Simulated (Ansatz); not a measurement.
## Effective masses and thermopower of InP (F-43m)

Given:

```yaml
crystal:
  lattice:
    - [0.00000, 2.93899, 2.93899]
    - [2.93899, 0.00000, 2.93899]
    - [2.93899, 2.93899, 0.00000]
  atoms:
    - { symbol: In, position: [0.00000, 0.00000, 0.00000] }
    - { symbol: P, position: [0.25000, 0.25000, 0.25000] }
```

All values below come from r2SCAN with spin-orbit coupling, rigid bands (plane waves, PAW; Ansatz, a program for electronic structure). Geometry: cell and atoms relaxed with PBEsol.

The band gap is 1.09 eV, the electron conductivity mass (300 K, dilute) is 0.089 mₑ and the hole conductivity mass (300 K, dilute) is 0.56 mₑ. The effective density of states N_c (300 K) is 6.4e17 cm⁻³ and the effective density of states N_v (300 K) comes out as 2.4e19 cm⁻³. The density-of-states mass, electrons comes out as 0.087 mₑ, the density-of-states mass, holes comes out as 0.96 mₑ and the Seebeck coefficient, n-type 1e19 cm⁻³, 300 K is -59 μV/K. The Seebeck coefficient, p-type 1e19 cm⁻³, 300 K comes out as 320 μV/K. The best p-type power factor at 300 K for τ = 10 fs (best axis; densities from 1e16 to 1e21 cm⁻³ tried, whether or not they can be reached) comes out as 13.6 μW/(cm·K²) at 3e20 cm⁻³.

Rigid bands; masses and Seebeck coefficients take one relaxation time τ for all states and one kind of carrier; polarons and phonon drag are left out. Geometry: cell and atoms relaxed with PBEsol.
